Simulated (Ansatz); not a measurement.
## Hypothetical diamond Mg under a change: tensor shear ε_yz = +1.42 %

The reference is Mg in the diamond structure (space group Fd-3m, No. 227; a = 6.870 Å; a hypothetical phase, not in the database extracts checked; relaxed with 0.1 eV smearing). Axes: x, y, z lie along the cube axes.

One thing is altered: tensor shear ε_yz = +1.42 % (engineering shear γ = 0.0284); the atoms relax in the strained cell.

All numbers come from DFT with PBE, PAW potentials and a 420 eV plane-wave cutoff in Ansatz (a quantum-chemistry and plane-wave program), no spin-orbit coupling. Settings: 15×15×15 k-points, 0.1 eV Fermi–Dirac smearing.

| quantity | base | changed | shift |
|---|---|---|---|
| volume per atom | 40.54 Å³ | 40.53 Å³ | -0.01 Å³ |
| space group | Fd-3m (No. 227) | Imma (No. 74) | – |
| shortest interatomic distance | 2.975 Å | 2.964 Å | -0.011 Å |
| energy relative to the base (free energy F) | 0 meV/atom | -1.1 meV/atom | -1.1 meV/atom |
| pressure (mean of the normal stresses, compression positive) | 0.0 GPa | 0.0 GPa | 0.0 GPa |
| band gap | zero | zero | – |
| largest internal atomic displacement | – | 0.035 Å | – |
| stress (xx, yy, zz, yz, xz, xy; compression positive) | – | (0.0, 0.0, 0.0, 0.3, 0.0, 0.0) GPa | – |

Whether these cells are dynamically stable was not tested. Under tensor shear ε_yz = +1.42 % the cell ends below the base's energy or with stress of the wrong sign: the atoms slid into a distortion or the cell is elastically unstable, so the base is not a stable minimum at this level.
